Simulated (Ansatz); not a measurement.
Reference: Cs$_{2}$Pt (P6_3/mmc), PBEsol, rigid bands (plane waves, PAW, scalar-relativistic; Ansatz, a program for electronic structure); geometry: cell and atoms relaxed with PBEsol.

Cs2Pt is taken in the hexagonal space group P6₃/mmc (No. 194), Pearson symbol hP6. Lattice parameters: a = b = 5.6321 Å, c = 7.6729 Å, α = β = 90.00°, γ = 120.00°. Cs1 on 2d sees 3 Pt at 3.252 Å and 2 Pt at 3.836 Å and 6 Cs at 3.775 Å and 6 Cs at 5.029 Å and 6 Cs at 5.632 Å. Cs2 on 2a sees 8 Cs at 3.775–3.836 Å and 6 Cs at 5.632 Å and 6 Pt at 3.775 Å. Pt on 2c is coordinated by 3 Cs at 3.252 Å and 8 Cs at 3.775–3.836 Å. (Neighbours: up to the widest gap in distance over summed covalent radii, below 1.35, at either atom.)

The band gap comes out as 1.80 eV, the electron conductivity mass is 0.51 mₑ and the Seebeck coefficient, n-type 1e19 cm⁻³ is -459 μV/K.

Task: Swap Pt for S, keeping the structure type. How do these values move?

Result: Cs2S (P6_3/mmc): volume per atom 35.1 to 36.2 Å³; band gap rises (1.80 eV to 2.21 eV); electron conductivity mass falls (0.51 mₑ to 0.40 mₑ); Seebeck coefficient, n-type 1e19 cm⁻³ falls in size (-459 μV/K to -186 μV/K).

Moves up to 5 % count as about the same. Masses are for dilute carriers at 300 K, harmonic means over directions unless an axis is named. Seebeck coefficients are for the stated density at 300 K, with one relaxation time for all states and whether or not that doping can be reached. Spin-orbit coupling is left out.

Computed structure with no diffraction record at hand here (it may be known, metastable or hypothetical): Cs2Pt (P6_3/mmc), Cs2S (P6_3/mmc). The missing spin-orbit coupling matters most for Cs2Pt (P6_3/mmc).
